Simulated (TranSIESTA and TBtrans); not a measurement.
Junction: (3,3) carbon nanotube with one Cu adatom over a ring. Geometry: 14 atoms about the centre moved by SIESTA (PBE, SZP) to a largest force of 0.06 eV/Å, all others as built. Transport runs along z; the first 36 and the last 36 of the 121 atoms are the lead cells, repeated to infinity.

```xyz
121
Lattice="13.082 0.000 0.000 0.000 13.020 0.000 0.000 0.000 24.682" Properties=species:S:1:pos:R:3 pbc="F F T"
C      6.896     4.500     0.000
C      5.521     4.742     0.000
C      8.582     6.510     0.000
C      4.623     7.208     0.000
C      8.105     7.822     0.000
C      5.521     8.278     0.000
C      7.562     4.742     1.234
C      4.978     5.198     1.234
C      8.459     5.812     1.234
C      4.500     6.510     1.234
C      7.562     8.278     1.234
C      6.187     8.520     1.234
C      6.896     4.500     2.468
C      5.521     4.742     2.468
C      8.582     6.510     2.468
C      4.623     7.208     2.468
C      8.105     7.822     2.468
C      5.521     8.278     2.468
C      7.562     4.742     3.702
C      4.978     5.198     3.702
C      8.459     5.812     3.702
C      4.500     6.510     3.702
C      7.562     8.278     3.702
C      6.187     8.520     3.702
C      6.896     4.500     4.936
C      5.521     4.742     4.936
C      8.582     6.510     4.936
C      4.623     7.208     4.936
C      8.105     7.822     4.936
C      5.521     8.278     4.936
C      7.562     4.742     6.170
C      4.978     5.198     6.170
C      8.459     5.812     6.170
C      4.500     6.510     6.170
C      7.562     8.278     6.170
C      6.187     8.520     6.170
C      6.918     4.344     7.400
C      5.521     4.742     7.405
C      8.582     6.510     7.405
C      4.623     7.208     7.405
C      8.105     7.822     7.405
C      5.521     8.278     7.405
C      7.641     4.589     8.633
C      4.899     5.107     8.649
C      8.459     5.812     8.639
C      4.500     6.510     8.639
C      7.562     8.278     8.639
C      6.187     8.520     8.639
C      6.939     4.196     9.864
C      5.462     4.575     9.866
C      8.582     6.510     9.873
C      4.623     7.208     9.873
C      8.105     7.822     9.873
C      5.521     8.278     9.873
C      7.601     4.644    11.107
C      4.923     5.104    11.107
C      8.530     5.738    11.107
C      4.500     6.510    11.107
C      7.562     8.278    11.107
C      6.187     8.520    11.107
C      6.939     4.196    12.350
C      5.462     4.575    12.347
C      8.582     6.510    12.341
C      4.623     7.208    12.341
C      8.105     7.822    12.341
C      5.521     8.278    12.341
C      7.641     4.589    13.581
C      4.899     5.107    13.564
C      8.459     5.812    13.575
C      4.500     6.510    13.575
C      7.562     8.278    13.575
C      6.187     8.520    13.575
C      6.918     4.344    14.814
C      5.521     4.742    14.809
C      8.582     6.510    14.809
C      4.623     7.208    14.809
C      8.105     7.822    14.809
C      5.521     8.278    14.809
C      7.562     4.742    16.043
C      4.978     5.198    16.043
C      8.459     5.812    16.043
C      4.500     6.510    16.043
C      7.562     8.278    16.043
C      6.187     8.520    16.043
Cu     6.551     2.684    11.107
C      6.896     4.500    17.277
C      5.521     4.742    17.277
C      8.582     6.510    17.277
C      4.623     7.208    17.277
C      8.105     7.822    17.277
C      5.521     8.278    17.277
C      7.562     4.742    18.511
C      4.978     5.198    18.511
C      8.459     5.812    18.511
C      4.500     6.510    18.511
C      7.562     8.278    18.511
C      6.187     8.520    18.511
C      6.896     4.500    19.745
C      5.521     4.742    19.745
C      8.582     6.510    19.745
C      4.623     7.208    19.745
C      8.105     7.822    19.745
C      5.521     8.278    19.745
C      7.562     4.742    20.979
C      4.978     5.198    20.979
C      8.459     5.812    20.979
C      4.500     6.510    20.979
C      7.562     8.278    20.979
C      6.187     8.520    20.979
C      6.896     4.500    22.214
C      5.521     4.742    22.214
C      8.582     6.510    22.214
C      4.623     7.208    22.214
C      8.105     7.822    22.214
C      5.521     8.278    22.214
C      7.562     4.742    23.448
C      4.978     5.198    23.448
C      8.459     5.812    23.448
C      4.500     6.510    23.448
C      7.562     8.278    23.448
C      6.187     8.520    23.448
```

Run with TranSIESTA and TBtrans (open boundaries, self-consistent; PseudoDojo norm-conserving potentials, scalar-relativistic): Spin polarized, PAO.BasisSize SZP, PAO.EnergyShift 0.15 eV, XC.Authors PBE, Mesh.Cutoff 150 Ry, ElectronicTemperature 300 K, TBT.Elecs.Eta 0.001 eV.

**Question.** Give the current of both spins against bias, self-consistently and from the zero-bias transmission integrated over the bias window.

**Answer.** 
| V (V) | I self-consistent (μA) | I from the zero-bias T(E) (μA) |
|---|---|---|
| 0.2 | 25.4 | 25.2 |
| 0.4 | 50.7 | 49.6 |
| 0.6 | 75.9 | 71.8 |
| 0.8 | 101 | 90.6 |

Positive bias raises the left lead's chemical potential. The energy step is 0.02 eV; narrower resonances are cut or missed.

Moments were seeded on the central atoms alone, and one start was tried. Moving central atoms between leads that stay as built scatters by itself, most near band edges, so not all of the loss belongs to a defect.
